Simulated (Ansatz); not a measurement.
Worked example: self-consistent single point of Cd3Pt (I4mm, 4 atoms in the cell) in Ansatz (an electronic-structure program).

Computed with LDA (PW92), default PAW files made with PBE (plane waves; Ansatz).

The change in words: lattice scaled by 0.98; basis.ecutrho_ratio: default → 3. Reference geometry:
```yaml
crystal:
  lattice:
    - [-2.08638, 2.08638, 4.33726]
    - [2.08638, -2.08638, 4.33726]
    - [2.08638, 2.08638, -4.33726]
  atoms:
    - { symbol: Cd, position: [0.75000, 0.25000, 0.50000] }
    - { symbol: Cd, position: [0.25000, 0.75000, 0.50000] }
    - { symbol: Cd, position: [0.50576, 0.50576, 0.00000] }
    - { symbol: Pt, position: [0.00000, 0.00000, 0.00000] }
```

Reference input (self-consistent single point, DFT, LDA (PW92), plane waves, default PAW files made with PBE): basis.ecutwfc = 420 eV; kpoints.mp_grid.grid = 7 7 7; hamiltonian.xc = lda; hamiltonian.pseudopotentials = {kind: paw} (the program's default PAW files); scf.occupations.method = fermi_dirac; scf.occupations.width = 0.1 eV. This run's input differs from it in these lines:

Ansatz 0.2 input:
```diff
@@ -3,5 +3,5 @@
   lattice:
-    - [-2.086380, 2.086380, 4.337258]
-    - [2.086380, -2.086380, 4.337258]
-    - [2.086380, 2.086380, -4.337258]
+    - [-2.044652, 2.044652, 4.250513]
+    - [2.044652, -2.044652, 4.250513]
+    - [2.044652, 2.044652, -4.250513]
   atoms:
@@ -13,2 +13,3 @@
   ecutwfc: 420.0
+  ecutrho_ratio: 3
 kpoints:
```

Output, abridged:

```
SCF iter   1: F=—  HF=-36599.604370 eV  |F-HF|=—  |Δ(HF+E_count)|=         —  Δρ=1.13e-2  dr2=8.90e-2  ethr=1.77e-3  ⟨swp⟩=6.2  Hψ=6405  notcnv=0  defer=28
all-band conjugate gradients solve this SCF's bands
preconditioner: auto → Kerker (q_TF=auto, 2.771 Å⁻¹)
SCF iter   2: F=—  HF=-36599.583832 eV  |F-HF|=—  |Δ(HF+E_count)|=   2.05e-2  Δρ=4.03e-3  dr2=7.90e-3  ethr=1.14e-4  ⟨swp⟩=2.6  Hψ=3148  notcnv=0  defer=31
   [... lines left out ...]
SCF iter   4: F=—  HF=-36599.581814 eV  |F-HF|=—  |Δ(HF+E_count)|=   2.19e-4  Δρ=3.06e-4  dr2=8.06e-5  ethr=1.35e-6  ⟨swp⟩=2.0  Hψ=2685  notcnv=0  defer=31
SCF iter   5: F=—  HF=-36599.581814 eV  |F-HF|=—  |Δ(HF+E_count)|=   4.57e-7  Δρ=1.20e-4  dr2=2.14e-5  ethr=1.03e-7  ⟨swp⟩=2.0  Hψ=2801  notcnv=0  defer=31
SCF iter   6: F=—  HF=-36599.581809 eV  |F-HF|=—  |Δ(HF+E_count)|=   5.13e-6  Δρ=3.14e-5  dr2=6.88e-7  ethr=2.74e-8  ⟨swp⟩=2.0  Hψ=2522  notcnv=0  defer=31
SCF iter   7: F=-36599.581809 eV  HF=-36599.581809 eV  |F-HF|=5.72e-8  |Δ(HF+E_count)|=   1.66e-7  Δρ=8.73e-6  dr2=8.74e-8  ethr=1.28e-10  ⟨swp⟩=8.3  Hψ=7989  notcnv=0
SCF 1 converged in 7 iterations: F = -36599.581809 eV  dr2 = 8.74e-8
Free energy (F): -36599.581809 eV
Internal energy: -36599.550649 eV  (E = F + TS)
E sigma→0 (E₀):  -36599.566229 eV
Entropy (-TS):   -0.031160 eV (-7.790 meV/atom)
Fermi energy:    18.053461 eV
--- Forces (eV/Å), atoms counted from 1 ---
  atom   1  Cd     0.00000000    -0.00000000     0.14672414
  atom   2  Cd    -0.00000000     0.00000000     0.14672414
  atom   3  Cd    -0.00000000     0.00000000    -0.24394686
  atom   4  Pt     0.00000000    -0.00000000    -0.04949769
--- Stress (GPa, compression-positive) ---
       -2.735007       0.000000       0.000000
        0.000000      -2.735007      -0.000000
        0.000000      -0.000000      -2.606623
  P = ⅓ Tr σ = -2.6922 GPa (-26.922 kbar)
  The stress holds the Pulay correction, which leaves out the density cutoff's part. Without it, at fixed plane waves, as pw.x and ABINIT print it …
settings of this run that can trade accuracy for cost: basis.ecutrho_ratio < 4. Do not mix this run's numbers with those of runs without the same settings …
```

The run converged in 7 iterations. Against the reference run the free energy falls by 40.8 meV/atom, the pressure goes from -8.67 to -2.69 GPa and the largest force goes from 0.196 to 0.244 eV/Å. The full log also holds: “WARN basis.ecutrho_ratio = 3 (ecutrho = 1260 eV) is below the records' recommended cutoff”.

The starting cell comes from a database of computed structures (which also holds hypothetical and non-ambient phases and stackings), without a prior relaxation at this level. Its lattice was rescaled by up to half a per cent. One atom was moved a little off its site on purpose. For this run, on top of that: lattice scaled by 0.98. Spin polarisation is off. Ansatz's pressure includes its estimate of the finite-basis (Pulay) stress. The cutoff lies below the one recommended for these files.
